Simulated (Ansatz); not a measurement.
**Functionals side by side, with their cost (level): InSe (P-6m2, 8 atoms in the cell)**

Cell: a = 4.0356 Å, b = 4.0356 Å, c = 17.9997 Å, α = 90.00°, β = 90.00°, γ = 120.00°.

Program: Ansatz (an electronic-structure program), default PAW files made with PBE; each row names its functional.

Base settings: basis.ecutwfc = 420 eV; kpoints.mp_grid.grid = 4 4 1; hamiltonian.xc = pbe0; hamiltonian.pseudopotentials = {kind: paw} (the program's default PAW files); scf.occupations.method = fixed.

Differences are taken from PBE0, a reference of convenience: it is no measurement, and no ranking of the functionals follows.

Core times come from one kind of shared machine and are given to one figure; runs under 30 s give none.

The starting cell comes from a database of computed structures (which also holds hypothetical and non-ambient phases and stackings), without a prior relaxation at this level. Its lattice was rescaled by a random factor within 2.5 % of one. Ansatz's pressure includes its estimate of the finite-basis (Pulay) stress.

```tsv
level	gap on the mesh less reference (eV)	pressure less reference (GPa)	largest difference in the force on any atom (eV/Å)	core time / reference (rough)
PBEsol	-1.498	-0.48	0.147	–
HSE06	-0.646	0.12	0.016	0.9
PBE0	0.000	0.00	0.000	1
```

PBEsol ran in under 30 s, against roughly 100 s for PBE0.

Keys are those of Ansatz 0.2.
